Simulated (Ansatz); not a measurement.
```yaml
crystal:
  lattice:
    - [14.50000, 0.00000, 0.00000]
    - [0.00000, 14.50000, 0.00000]
    - [0.00000, 0.00000, 6.78428]
  atoms:
    - { symbol: Cs, position: [0.38125, 0.38125, 0.00000] }
    - { symbol: Cl, position: [0.38468, 0.38468, 0.50000] }
    - { symbol: Cl, position: [0.38468, 0.61532, 0.00000] }
    - { symbol: Cs, position: [0.38125, 0.61875, 0.50000] }
    - { symbol: Cl, position: [0.61532, 0.38468, 0.00000] }
    - { symbol: Cs, position: [0.61875, 0.38125, 0.50000] }
    - { symbol: Cs, position: [0.61875, 0.61875, 0.00000] }
    - { symbol: Cl, position: [0.61532, 0.61532, 0.50000] }
```

Calculation: PBE (plane waves to 420 eV, PAW; Ansatz, a program for electronic structure). Mesh 1×1×46. No spin polarisation. It repeats along c; a and b span vacuum. A hypothetical model. Symmetry and one short period hold its shape; lower forms weren't sought.

### Question
Tabulate the two highest filled and two lowest empty levels along the axis, from the valence top.

### Answer
```
k (2π/c)  v2 (eV)  v1 (eV)  c1 (eV)  c2 (eV)
--------  -------  -------  -------  -------
0.000        0.00     0.00     4.53        –
0.042       -0.01    -0.01     4.54        –
0.083       -0.03    -0.03     4.56        –
0.125       -0.07    -0.07     4.59        –
0.167       -0.12    -0.12        –        –
0.208       -0.16    -0.15        –        –
0.250       -0.17    -0.17        –        –
0.292       -0.17    -0.17        –        –
0.333       -0.18    -0.18        –        –
0.375       -0.18    -0.18        –        –
0.417       -0.18    -0.18        –        –
0.458       -0.18    -0.18        –        –
0.500       -0.19    -0.19        –        –
```
A dash stands for levels within 1 eV of the vacuum level or above it.
